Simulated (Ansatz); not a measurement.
End structure of H2O on the 1x1 (101) surface of anatase TiO2 (cut with top plane O), one in a 2x1 cell, started at the site 'top O':

Host crystal: anatase TiO2, with a band gap (PBE, scalar-relativistic without spin-orbit coupling).

```
CELL_PARAMETERS angstrom
      7.59752     0.00000     0.00000
      1.89938     5.20899     0.00000
      0.00000     0.00000    28.50000
ATOMIC_POSITIONS crystal
  O  0.14089 0.43645 0.33526
  O  0.64089 0.43645 0.33526
  Ti 0.06428 0.74287 0.36727
  Ti 0.56428 0.74287 0.36727
  O  0.28898 0.84409 0.35911
  O  0.78898 0.84409 0.35911
  O  0.46828 0.12690 0.38395
  O  0.96828 0.12690 0.38395
  Ti 0.19890 0.20438 0.38398
  Ti 0.69890 0.20438 0.38398
  O  0.11103 0.55589 0.41952
  O  0.61103 0.55589 0.41952
  O  0.21927 0.12291 0.45736
  O  0.71927 0.12291 0.45736
  Ti 0.13570 0.45891 0.48910
  Ti 0.63423 0.46212 0.48951
  O  0.36477 0.54044 0.49149
  O  0.86448 0.54306 0.49062
  O  0.04286 0.83106 0.50889
  O  0.54171 0.83105 0.50929
  Ti 0.27160 0.91078 0.51153
  Ti 0.77315 0.91058 0.50999
  O  0.18551 0.24965 0.54227
  O  0.68972 0.25118 0.54221
  O  0.29317 0.82144 0.58279
  O  0.79571 0.82209 0.57999
  Ti 0.20745 0.17543 0.61428
  Ti 0.70397 0.18130 0.61413
  O  0.43463 0.26122 0.61320
  O  0.93669 0.25599 0.61533
  O  0.11305 0.53982 0.64132
  O  0.61863 0.53550 0.64135
  Ti 0.33932 0.63893 0.63788
  Ti 0.84085 0.64013 0.63261
  O  0.26785 0.96005 0.66605
  O  0.75680 0.95190 0.66410
  O  0.39037 0.42494 0.71030
  H  0.52348 0.32466 0.71252
  H  0.33021 0.29486 0.70901
```

Set-up: 39 atoms, 9.4 Å thick at the start under the adsorbate (thin: gaps and levels are the slab's own); mesh 3x4x1; 0.01 eV smearing; dipole correction on; single point; no symmetry held, on the structure that PBE left; no spin, no spin-orbit, no U, no dispersion correction. At the end it is bonded to Ti. In PBE it is, or lies within 0.03 eV of, the lowest of the starts that converged; the order may differ at this level.

A negative adsorption energy means that the adsorbate is more stable on the surface than in its reference.

Task: What change of the step from the bottom to the top vacuum level, against the clean slab does r2SCAN, at the PBE geometry (Ansatz, a first-principles code) give?

Result: -0.61 eV

Task: What is the computed adsorption energy against H2O(g) at the same level (r2SCAN, at the PBE geometry)?

Result: -79 kJ/mol

Task: Estimate the gap of the slab on its k-mesh that r2SCAN, at the PBE geometry returns for this input.

Result: 2.86 eV

Task: Predict the highest filled level below the top vacuum level from r2SCAN, at the PBE geometry.

Result: 7.18 eV
